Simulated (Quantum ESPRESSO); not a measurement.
A working Quantum ESPRESSO input for YMg₁₄Ga (Amm2, 16 atoms in the cell) (DFT, PBEsol, plane waves, GBRV 1.5 ultrasoft (PBESOL) pseudopotentials):

```fortran
&CONTROL
    calculation = 'scf',
    prefix = 'ymg14ga',
    outdir = './tmp/',
    pseudo_dir = './',
    tprnfor = .true.,
    tstress = .true.,
/
&SYSTEM
    ibrav = 0,
    nat = 16,
    ntyp = 3,
    ecutwfc = 50,
    ecutrho = 400,
    occupations = 'smearing',
    smearing = 'marzari-vanderbilt',
    degauss = 0.0036749,
/
&ELECTRONS
    conv_thr = 1.0d-10,
    mixing_beta = 0.3,
/
ATOMIC_SPECIES
Y     88.9058  y_pbesol_v1.4.uspp.F.UPF
Mg    24.3050  mg_pbesol_v1.4.uspp.F.UPF
Ga    69.7230  ga_pbesol_v1.4.uspp.F.UPF
CELL_PARAMETERS {angstrom}
  10.37809000     0.00000000     0.00000000
   0.00000000     3.13183500     5.67099500
   0.00000000    -3.13183500     5.67099500
ATOMIC_POSITIONS {angstrom}
Y     5.18904500    0.00000000    1.97486730
Mg    0.00000000    0.00000000    1.89116341
Mg    0.00000000    0.00000000    7.59074023
Mg    5.18904500   -1.52608056    4.82227389
Mg    5.18904500    1.52608056    4.82227389
Mg    0.00000000   -1.59103482    4.73301243
Mg    0.00000000    1.59103482    4.73301243
Mg    2.54927403   -1.55288907    6.59616112
Mg    7.82881597    1.55288907    6.59616112
Mg    7.82881597   -1.55288907    6.59616112
Mg    2.54927403    1.55288907    6.59616112
Mg    2.49904407    0.00000000    3.78323418
Mg    7.87904593    0.00000000    3.78323418
Mg    2.72850364    0.00000000    9.39037378
Mg    7.64958636    0.00000000    9.39037378
Ga    5.18904500    0.00000000    7.43660258
K_POINTS {automatic}
2 4 4  1 1 1
```

The run converged in 15 iterations: free energy E − TS -30739.8204 eV; Fermi level (on the code's own zero) 6.04 eV; pressure -0.99 GPa; largest force (vector length) 0.177 eV/Å. Each of these slips is then made, one at a time:

(1)
```diff
+    celldm(1) = 19.611748,
```

(2)
```diff
-    degauss = 0.0036749,
+    degauss = 0.05,
```

### Question
What happens in each case?

### Answer

(1) The cell or its scale given twice. The program stopped before any SCF iteration.
```
Error in routine cell_base_init (2):
lattice parameter specified twice
```

(2) An energy in the wrong unit. The run converged in 15 iterations without an error; against the sound input the free energy rises by 2.3 meV/atom, the pressure moves little (-0.99 to -0.95 GPa) and the largest force goes from 0.177 to 0.144 eV/Å.

The starting cell comes from a database of computed structures (which also holds hypothetical and non-ambient phases and stackings), without a prior relaxation at this level.

Left out of this page: 5 runs of the series outside the window shown, repeating another row's setting, or not comparable.
